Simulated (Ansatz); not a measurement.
**TiC, response to strain**

Consider TiC in the rock salt structure (space group Fm-3m, No. 225; a = 4.2934 Å; relaxed with 0.1 eV smearing).

Strains are applied to the cell and any free atomic positions relax.

All numbers come from PBEsol (Ansatz, an electronic-structure program), without spin-orbit coupling.

Notes on the quantities. energy relative to the base: free energy F.

| change | energy relative to the base | shortest interatomic distance | pressure |
|---|---|---|---|
| base | 0 meV/atom | 2.147 Å | 0.0 GPa |
| isotropic strain −3.00 % | +73 meV/atom | 2.082 Å | 29.3 GPa |
| isotropic strain −2.50 % | +50 meV/atom | 2.093 Å | 23.6 GPa |
| isotropic strain −2.00 % | +32 meV/atom | 2.104 Å | 18.3 GPa |
| isotropic strain −1.00 % | +7.7 meV/atom | 2.125 Å | 8.6 GPa |
| isotropic strain +0.50 % | +1.8 meV/atom | 2.157 Å | -3.9 GPa |
| isotropic strain +1.00 % | +7.2 meV/atom | 2.168 Å | -7.5 GPa |
| isotropic strain +2.00 % | +28 meV/atom | 2.190 Å | -14.1 GPa |
| isotropic strain +2.50 % | +43 meV/atom | 2.200 Å | -17.1 GPa |
| isotropic strain +3.00 % | +61 meV/atom | 2.211 Å | -19.8 GPa |

No phonon test of stability was made. All final runs are without spin polarisation.
